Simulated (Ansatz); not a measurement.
## How far PBE and PBEsol part for hypothetical P6_422 BP, isotropic strain −1.32 %

Base system: BP (space group P6_422, No. 181; a = 3.279 Å, c = 6.995 Å; a hypothetical phase, not in the database extracts checked).

(Cell as relaxed with PBE.)

Levels (all Ansatz, a quantum-chemistry and plane-wave program, PAW): PBE (420 eV, spin-orbit coupling left out); PBEsol (420 eV, no spin-orbit coupling).

Each level relaxes its own structure.

```csv
base,PBE,PBEsol
volume per atom,10.86 Å³,10.64 Å³
lattice parameter a,3.279 Å,3.260 Å
band gap,zero,zero
```

The change: the cell is scaled by 0.9868 in all directions, atoms relaxed at fixed cell.

| quantity | PBE | PBEsol |
|---|---|---|
| pressure (mean of the normal stresses, compression positive) | 7.4 GPa | [?] |
| energy relative to the base (free energy F) | +9.5 meV/atom | [?] |
| band gap | zero | [?] |

Problem. Predict the PBEsol column.

Solution. 
- pressure (mean of the normal stresses, compression positive), PBEsol: 7.8 GPa
- energy relative to the base (free energy F), PBEsol: +9.8 meV/atom
- band gap, PBEsol: zero

PBE's pressure lies 0.4 GPa below PBEsol's; PBE's energy relative to the base lies 0.3 meV/atom below PBEsol's; the two agree on the band gap. Neither level is exact; PBEsol is the comparison here, not a measurement.

The mesh was chosen for an insulator and is coarse for the gapless case. No phonon test of stability was made. The base started in P3_121 and relaxed to P6_422 at this level. The final runs are not spin-polarised. Gaps under 0.05 eV, about the width of the smearing, are given as zero. A zero or small gap of BP can be the functional's error rather than a property of the material.
